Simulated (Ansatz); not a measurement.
System: SiGe (model structure, Pmma, No. 51, 4 atoms in the cell). Method: r²SCAN+rVV10 (PAW; Ansatz, a program for electronic structure).

Settings: plane-wave cutoff 560 eV, 10×10×6 k mesh (along the axes of the cell as run), Fermi–Dirac smearing 0.01 eV, scalar-relativistic PAW data made under PBE.

Cell (relaxed at this level):

```
GeSi
1.0
    3.91231     0.00000     0.00000
    0.00000     3.91737     0.00000
    0.00000     0.00000     5.53417
Si Ge
2 2
Direct
  0.75000   0.00000   0.87990
  0.25000   0.00000   0.12010
  0.25000   0.50000   0.36948
  0.75000   0.50000   0.63052
```

### Question
Give the computed band gap.

### Answer

- band gap = 0.54 eV (on the SCF k mesh)

Note: the relaxation could raise the start's symmetry but not lower it, so the cell can be a saddle point.

Spin–orbit coupling is not included.

Computed values are for the static lattice.

A model structure was made by putting elements into a prototype or built by hand; it is no filed structure, need not be a known phase, and can be a saddle point held by its symmetry.
